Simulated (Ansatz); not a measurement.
System: HfCl4 (P2/c, No. 13). Method: LDA (plane waves, PAW; Ansatz, a first-principles code).

Settings: plane-wave cutoff 520 eV, 6×6×6 k mesh, Fermi–Dirac smearing 0.01 eV, scalar-relativistic PAW data made under PBE.

Cell (relaxed at this level):

```cif
data_Cl8Hf2
_chemical_formula_sum 'Hf2 Cl8'
_space_group_name_H-M_alt 'P2/c'
_space_group_IT_number 13
_space_group_name_Hall '-P 2yc'
_cell_length_a 6.12528
_cell_length_b 7.13479
_cell_length_c 6.03990
_cell_angle_alpha 90.000
_cell_angle_beta 109.038
_cell_angle_gamma 90.000
loop_
_atom_site_label
_atom_site_type_symbol
_atom_site_symmetry_multiplicity
_atom_site_Wyckoff_symbol
_atom_site_fract_x
_atom_site_fract_y
_atom_site_fract_z
_atom_site_occupancy
Hf1 Hf 2 f 0.50000 0.33372 0.25000 1
Cl1 Cl 4 g 0.23902 0.12953 0.01239 1
Cl2 Cl 4 g 0.26689 0.61064 0.00450 1
```

Problem. What does this level give for the band gap, smallest direct gap on the k points sampled and Γ–Γ gap?

Solution. 
- band gap = 3.66 eV
- smallest direct gap on the k points sampled = 3.71 eV
- Γ–Γ gap = 3.72 eV

Note: the volume lies 9 % below that of the published cell.

Spin–orbit coupling is not included.

Computed values are for the static lattice.

Cost on a shared machine: very roughly 5 core-minutes.
